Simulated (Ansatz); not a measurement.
B4C (Cm, No. 8, 15 atoms in the cell; start mp-1238815), treated with r²SCAN (Ansatz, an electronic-structure program, PAW).

Settings: plane-wave cutoff 500 eV, 10×10×10 k mesh, Fermi–Dirac smearing 0.05 eV, scalar-relativistic PAW data made under PBE.

Cell (relaxed at this level):

```xyz
15
Lattice="4.3766 -2.7970 -0.0001 4.3766 2.7970 -0.0001 -2.4309 0.0000 4.4210" Properties=species:S:1:pos:R:3 pbc="T T T"
B      4.0528     0.0000     0.7185
B      1.6952    -0.9003     2.2781
B      1.6952     0.9003     2.2781
B      4.6478     0.9088     2.1900
B      4.6478    -0.9088     2.1900
B      4.0778     0.0000     3.6226
B      2.2561     0.0000     0.8318
B      3.1312    -1.4226     1.3493
B      3.1312     1.4226     1.3493
B      3.2043     1.4362     3.0982
B      3.2043    -1.4362     3.0982
B      8.7220     0.0000     0.0483
C      2.3446     0.0000     3.6472
C      7.3780     0.0000     0.5233
C     -1.1231     0.0000     3.9615
```

Task: What does this level give for the band gap?

Result: 
band gap: 3.22 eV (on the SCF k mesh)

Note: the relaxation could not lower the start's symmetry, so the cell can be a saddle point above a distorted one.

A start named mp-… is a Materials Project structure, which need not be a measured phase.
